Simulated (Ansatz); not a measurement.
Base system: WGe in the rock salt structure (space group Fm-3m, No. 225; a = 5.158 Å; a hypothetical phase, not in the database extracts checked; relaxed with 0.1 eV smearing). Axes: x, y, z lie along the cube axes.

Computed with Ansatz (an electronic-structure program) PBE, no SOC, earlier PAW set.

A first run, uniaxial strain ε_zz = −2.27 %, gives secant values C11 ≈ 450 GPa and C12 ≈ 65 GPa from its stress. A second run applies isotropic strain −1.23 %.

### Question
What does linear elasticity predict for the bulk modulus −ΔP/(ΔV/V₀) in the second run, and what does the run give?

### Answer
Linear elasticity: (C11 + 2 C12)/3 = 190 GPa. The run gives 190 GPa; any difference comes from nonlinear terms at these strains and numerical noise.

Stability against distortions was not tested. The final runs are not spin-polarised. WGe has a high density of states at the Fermi level and may be magnetic at this level.
